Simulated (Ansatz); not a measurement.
A self-consistent single point of CaSi (Cm, 4 atoms in the cell) with Ansatz (a quantum-chemistry and plane-wave program).

Method: LDA (PW92), default PAW files made with PBE (plane waves; Ansatz).

```xyz
4
Lattice="2.2889 -5.3724 0.0000 2.2889 5.3724 0.0000 0.0000 0.0000 3.9249" Properties=species:S:1:pos:R:3 pbc="T T T"
Ca     2.2889     3.8841     1.0312
Ca     2.2889    -3.8841     2.9437
Si     2.2889     0.7355     0.9812
Si     2.2889    -0.7355     2.9437
```

Reference input (self-consistent single point, DFT, LDA (PW92), plane waves, default PAW files made with PBE): basis.ecutwfc = 420 eV; kpoints.mp_grid.grid = 5 5 6; hamiltonian.xc = lda; hamiltonian.pseudopotentials = {kind: paw} (the program's default PAW files); scf.occupations.method = fermi_dirac; scf.occupations.width = 0.1 eV. This run's input differs from it in these lines:

Ansatz 0.2 input:
```diff
@@ -12,3 +12,3 @@
 basis:
-  ecutwfc: 420.0 eV
+  ecutwfc: 190.0 eV
 kpoints:
```

Log, with long lists cut:

```
SCF iter   1: F=—  HF=-4760.419302 eV  |F-HF|=—  |Δ(HF+E_count)|=         —  Δρ=3.18e-2  dr2=4.28e-1  ethr=1.77e-3  ⟨swp⟩=6.7  Hψ=4738  notcnv=0
all-band conjugate gradients solve this SCF's bands
preconditioner: auto → Kerker (q_TF=auto, 2.220 Å⁻¹)
SCF iter   2: F=—  HF=-4760.214810 eV  |F-HF|=—  |Δ(HF+E_count)|=   2.04e-1  Δρ=1.48e-2  dr2=8.42e-2  ethr=1.53e-3  ⟨swp⟩=3.0  Hψ=2003  notcnv=0
SCF iter   3: F=—  HF=-4760.169736 eV  |F-HF|=—  |Δ(HF+E_count)|=   4.51e-2  Δρ=1.48e-3  dr2=1.55e-3  ethr=3.01e-4  ⟨swp⟩=2.0  Hψ=1728  notcnv=0
SCF iter   4: F=—  HF=-4760.169753 eV  |F-HF|=—  |Δ(HF+E_count)|=   1.69e-5  Δρ=1.87e-4  dr2=8.06e-5  ethr=5.55e-6  ⟨swp⟩=2.0  Hψ=1529  notcnv=0
SCF iter   5: F=—  HF=-4760.169741 eV  |F-HF|=—  |Δ(HF+E_count)|=   1.21e-5  Δρ=4.67e-5  dr2=4.98e-6  ethr=2.88e-7  ⟨swp⟩=2.0  Hψ=1021  notcnv=0
SCF iter   6: F=—  HF=-4760.169740 eV  |F-HF|=—  |Δ(HF+E_count)|=   6.17e-7  Δρ=1.07e-5  dr2=2.24e-7  ethr=1.78e-8  ⟨swp⟩=2.3  Hψ=1105  notcnv=0
SCF iter   7: F=-4760.169740 eV  HF=-4760.169740 eV  |F-HF|=2.37e-9  |Δ(HF+E_count)|=   1.18e-8  Δρ=2.50e-6  dr2=6.96e-9  ethr=3.57e-10  ⟨swp⟩=5.2  Hψ=3549  notcnv=0
SCF 1 converged in 7 iterations: F = -4760.169740 eV  dr2 = 6.96e-9
Free energy (F): -4760.169740 eV
Internal energy: -4760.116404 eV  (E = F + TS)
E sigma→0 (E₀):  -4760.143072 eV
Entropy (-TS):   -0.053336 eV (-13.334 meV/atom)
Fermi energy:    7.363230 eV
--- Forces (eV/Å), atoms counted from 1 ---
  atom   1  Ca    -0.00000000    -0.01254666    -0.15382652
  atom   2  Ca     0.00000000     0.00983337     0.03967976
  atom   3  Si    -0.00000000     0.09193026     0.01703982
  atom   4  Si     0.00000000    -0.08921805     0.09709455
--- Stress (GPa, compression-positive) ---
       -3.228271       0.000000      -0.000000
        0.000000      -2.121760       0.156166
       -0.000000       0.156166      -2.116003
  P = ⅓ Tr σ = -2.4887 GPa (-24.887 kbar)
  The stress holds the Pulay correction. Without it, at fixed plane waves, as pw.x and ABINIT print it: P = -36.8006 GPa
```

The run converged in 7 iterations. Against the reference run the free energy rises by 1.19 eV/atom, the pressure goes from -4.21 to -2.49 GPa and the largest force goes from 0.162 to 0.154 eV/Å.

The starting cell comes from a database of computed structures (which also holds hypothetical and non-ambient phases and stackings), without a prior relaxation at this level. Its lattice was rescaled by up to half a per cent. One atom was moved a little off its site on purpose. Ansatz's pressure includes its estimate of the finite-basis (Pulay) stress. Without the estimate this run gives -36.80 GPa. The cutoff lies below the one recommended for these files.
